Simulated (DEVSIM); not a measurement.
Device: Schottky contact on p-type GaAs, at 300 K.

```csv
layer (left to right),material,thickness (μm),Na (cm⁻³),τn (s),τp (s)
1,GaAs,2.30,3.8e16,2.5e-9,2.5e-9
```

Left contact: Schottky, work function 4.384 eV, emission velocity 4.9e6 cm/s. Right contact: ohmic. Voltage is applied to the left contact. Recombination: SRH at mid-gap, radiative, Auger. Mobility is μmin + (μ − μmin)/(1 + (N/Nref)^α).

Constants are typed, rounded textbook-type inputs, not results; the design itself was drawn at random and stands for no fabricated device. Values at 300 K.

```tsv
parameter	GaAs
gap (eV)	1.424
affinity (eV)	4.07
permittivity	12.9
Nc (cm⁻³)	4.7e17
Nv (cm⁻³)	9e18
μn (cm²/Vs)	8500
μp (cm²/Vs)	400
μn,min	500
μp,min	20
Nref,n	6e16
Nref,p	1.5e17
αn	0.39
αp	0.38
B (cm³/s)	2e-10
Cn (cm⁶/s)	1e-30
Cp (cm⁶/s)	1e-30
```

Simulated with DEVSIM: 1D drift-diffusion, Boltzmann statistics, complete ionisation; no tunnelling, impact ionisation, image-force lowering or self-heating. Metal contacts follow the ideal Schottky-Mott rule: no Fermi-level pinning, no interface dipoles.

Problem. Give the dark reverse current.

Solution. 
| V (V) | J (A/cm²) |
|---|---|
| 0.40 | 3.5e-10 |
| 1.00 | 7.2e-10 |
| 2.00 | 1.2e-9 |
| 3.00 | 1.6e-9 |
| 4.00 | 1.9e-9 |
| 6.00 | 2.5e-9 |
| 8.00 | 3.1e-9 |
| 10.00 | 3.5e-9 |
| 13.00 | 4.1e-9 |
